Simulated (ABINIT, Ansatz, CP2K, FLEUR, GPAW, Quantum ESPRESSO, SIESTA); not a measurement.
## One structure in several programs: In₃Cl (P6_3/mmc, 8 atoms in the cell)

Self-consistent single point.

```xyz
8
Lattice="6.6613 0.0000 0.0000 -3.3306 5.7688 0.0000 0.0000 0.0000 6.1936" Properties=species:S:1:pos:R:3 pbc="T T T"
In     1.6497     0.9524     4.6452
In     1.6810     4.8164     1.5484
In     0.0000     1.9049     1.5484
In     3.3306     3.8640     4.6452
In     5.0116     0.9524     4.6452
In    -1.6810     4.8164     1.5484
Cl     3.3306     1.9229     1.5484
Cl     0.0000     3.8459     4.6452
```

All programs got the same cell, k-point mesh and kind of occupations (in Ansatz's words: kpoints.mp_grid.grid = 3 3 3; scf.occupations.method = fermi_dirac; scf.occupations.width = 0.1 eV); potentials, basis and cutoffs are each program's usual ones.

```
code                                                                                                                                 model  pressure (GPa)  largest force (eV/Å)  k-points           cutoff
----------------  ------------------------------------------------------------------------------------------------------------------------  --------------  --------------------  --------  ---------------
GPAW                                                                         LDA (Perdew-Wang 92), GPAW PAW datasets LDA (gpaw-data 1.0.1)           -4.45                 0.197         6           600 eV
Quantum ESPRESSO                                                    LDA (PW92), PseudoDojo standard norm-conserving (LDA) pseudopotentials           -4.29                 0.199         6            70 Ry
CP2K                                                  LDA (Pade form), GPW, DZVP-MOLOPT-SR-GTH basis, GTH-PADE potentials (GTH_POTENTIALS)           -4.04                 0.207        14      grid 500 Ry
ABINIT                                                     LDA (PW92), norm-conserving pseudopotentials (PseudoDojo nc-sr-04 LDA standard)           -4.29                 0.198         6            35 Ha
Ansatz                                                                                                 LDA (PW92), PAW files made with PBE           -4.26                 0.199         6          default
FLEUR                                                     LDA (Vosko-Wilk-Nusair), all-electron FLAPW (FLEUR), scalar-relativistic valence               –                 0.194         6  Kmax 3.8 1/bohr
SIESTA            LDA PW92, numerical atomic orbitals TZP, PseudoDojo LDA standard norm-conserving potentials (rewritten from UPF to PSML)           -4.45                 0.274        14      grid 400 Ry
```

A dash marks a value that a program does not give, or that is left out as unsure.

No clean gap comes from GPAW, Quantum ESPRESSO, CP2K, ABINIT, Ansatz (a quantum-chemistry and plane-wave program) and SIESTA: levels at the Fermi energy touch, overlap or are partly filled at this smearing.

The spread over the programs that give each value: pressure within 0.41 GPa; largest force within 0.080 eV/Å.

The starting cell comes from a database of computed structures (which also holds hypothetical and non-ambient phases and stackings), without a prior relaxation at this level. Its lattice was rescaled by a random factor within 2.5 % of one. On Ansatz's run: In the base run, with a pressure of about -4 GPa the cell is away from its equilibrium volume at this level. The run gives no clean gap (levels at the Fermi energy touch, overlap or are partly filled at this smearing), which alone does not show that the compound is a metal. Without a gap this mesh is coarse (it stands for a supercell whose shortest vector is 19 Å).

**Question.** Why do the programs differ, and what cannot be compared?

**Answer.** Differences of this kind can come from the potentials, where these differ, and from what each basis and cutoff leave unconverged. The zero of total energies and Fermi levels follows the potentials and each program's conventions, so they are not compared here. CP2K and SIESTA use small atom-centred bases, whose incompleteness enters pressures, forces and empty levels differently from a plane-wave cutoff. FLEUR treats all electrons, but the usual bases taken here (sphere radii, linearisation, local orbitals, empty states) were not tested for convergence, so the values are no reference for the others. Ansatz's pressure is given at a fixed set of plane waves, as the other plane-wave codes print theirs. The programs reduce the same mesh by symmetry to different extents, which changes the work and not the result.

The shared mesh is coarse (it stands for a supercell whose shortest vector is 19 Å), so the values are not converged in it.

Keys are those of Ansatz 0.2.
